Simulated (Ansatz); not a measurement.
## CdIn2Se4 (I-4, No. 82; structure not from a measured cell)

All values below come from HSE06+SOC in Ansatz (PAW).

Run with plane-wave cutoff 460 eV, 6×6×6 k mesh, Fermi–Dirac smearing 0.01 eV, PAW data made under PBE.

Cell: relaxed with PBEsol: a = 5.8431 Å, b = 5.8431 Å, c = 11.5466 Å, α = 90.00°, β = 90.00°, γ = 90.00°.

| Property | Result |
|---|---|
| band gap | 1.66 eV (on the SCF k mesh) (direct) |

Measured, for comparison: band gap 1.55 eV (temperature not stated, no zero-point or thermal correction; as tabulated in Kim et al. (2020), doi:10.1038/s41597-020-00723-8).

Note: cell and atoms aren't relaxed at this level (pressure 1.0 GPa).

Ansatz is a first-principles code.
